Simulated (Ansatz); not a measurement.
SnCl (P6₃mc, No. 186, 4 atoms in the cell; start mp-978928) was calculated with PBE (Ansatz, a program for electronic structure, PAW).

Run with plane-wave cutoff 520 eV, 18×18×6 k mesh (along the axes of the cell as run), Fermi–Dirac smearing 0.05 eV, scalar-relativistic PAW data made under PBE.

Cell (relaxed at this level):

```
CELL_PARAMETERS angstrom
      3.50302     0.00000     0.00000
     -1.75151     3.03370     0.00000
      0.00000     0.00000    10.20221
ATOMIC_POSITIONS crystal
  Sn 0.33333 0.66667 0.31157
  Sn 0.66667 0.33333 0.81157
  Cl 0.33333 0.66667 0.06343
  Cl 0.66667 0.33333 0.56343
```

### Question
Estimate the bulk modulus B0 that the calculation returns.

### Answer

bulk modulus B0: 20.5 GPa

The run finds no gap.

Note: the bulk modulus is −V dP/dV from two relaxed cells at ±2 % in volume; the relaxation could not lower the start's symmetry, so the cell can be a saddle point above a distorted one.

Spin–orbit coupling is not included; it can open a gap where bands touch, and shift volumes and moduli.

Computed values are for the static lattice.

It cost very roughly 10 core-minutes of CPU time.

A start named mp-… is a Materials Project structure, which need not be a measured phase.
